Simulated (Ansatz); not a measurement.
Pressure series in VSi2

Start from VSi2 (space group P6_222, No. 180; a = 4.566 Å, c = 6.366 Å).

Cell and atoms are relaxed at each pressure.

Level of theory: PBE, PAW, 420 eV (Ansatz, a program for electronic structure; no spin-orbit coupling).

```
P (GPa)  V (Å³/atom)
-------  -----------
-2.00         12.924
-1.00         12.847
1.80          12.643
4.20          12.481
9.00          12.188
18.00         11.719
30.00         11.211
45.00         10.700
59.99         10.281
```

Task: Fit a third-order Birch–Murnaghan equation of state.

Result: Least squares on P(V) = (3B₀/2)[(V₀/V)^(7/3) − (V₀/V)^(5/3)]·[1 + (3/4)(B₀′ − 4)((V₀/V)^(2/3) − 1)] gives V₀ = 12.77 Å³/atom, B₀ = 175 GPa and B₀′ = 4.2.

Load acts through the strain it causes; cell and atoms are relaxed under it. Whether these cells are dynamically stable was not tested. No other phases were tried under pressure. Seeded moments were not kept for the base. All final runs are without spin polarisation. An odd electron count without spin: VSi2.
